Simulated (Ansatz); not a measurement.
Start from HgF2 in the fluorite structure (space group Fm-3m, No. 225).

```xyz
3
Lattice="0.0000 2.7694 2.7694 2.7694 0.0000 2.7694 2.7694 2.7694 0.0000" Properties=species:S:1:pos:R:3 pbc="T T T"
Hg     0.0000     0.0000     0.0000
F      1.3847     1.3847     1.3847
F      4.1541     4.1541     4.1541
```

Cartesian axes are those of the cell as printed.

Calculations: PBEsol (Ansatz, a program for electronic structure; PAW; 420 eV plane waves; scalar-relativistic without spin-orbit coupling).

Base values:

```
Quantity           Result
---------------  --------
Pressure         0.01 GPa
Volume per atom  14.16 Å³
```

Perturbation: biaxial strain −2.08 %, plane normal [111], relaxed out of plane (Cartesian); in-plane vectors clamped, the third vector and the atoms free.

Q: What does the calculation give for the pressure after the change?

A: The pressure (mean of the normal stresses, compression positive) goes up by 0.69 GPa to 0.70 GPa.

Q: How does this affect the energy relative to the base?

A: The energy rises by 1.8 meV/atom.

Q: What happens to the volume per atom?

A: The volume per atom decreases by 0.05 Å³, from 14.16 Å³ to 14.11 Å³.

Stability against distortions was not tested.
